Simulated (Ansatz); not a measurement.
The starting structures come from a database of crystals and need not be the phases stable at ambient conditions.

 Where the default PAW files enter, the runs use the earlier of Ansatz's two default sets.

By PBEsol, the system below comes out a metal.

Without scattering a metal conducts by its projected Fermi surface.

Consider the following.

```yaml
crystal:
  lattice:
    - [4.32369, 0.00000, 0.00000]
    - [0.00000, 5.43252, 0.00000]
    - [0.00000, 0.00000, 4.76457]
  atoms:
    - { symbol: Cu, position: [0.50000, 0.00000, 0.30100] }
    - { symbol: Cu, position: [0.00000, 0.50000, 0.69900] }
    - { symbol: Cu, position: [0.00000, 0.24948, 0.15581] }
    - { symbol: Cu, position: [0.00000, 0.75052, 0.15581] }
    - { symbol: Cu, position: [0.50000, 0.25052, 0.84419] }
    - { symbol: Cu, position: [0.50000, 0.74948, 0.84419] }
    - { symbol: Sn, position: [0.50000, 0.50000, 0.34118] }
    - { symbol: Sn, position: [0.00000, 0.00000, 0.65882] }
```

Space group of this cell: Pmmn. The cell is taken as given; by PBEsol its mean pressure is -1.8 GPa.

The current flows along the normal of the first two printed cell vectors. No spin-orbit coupling; the value is a mean over 0.1 eV about the Fermi level.

Predict the ballistic conductance per area from PBEsol in Ansatz (an electronic-structure program).

0.73 × 10¹⁵ S/m² for both spins.
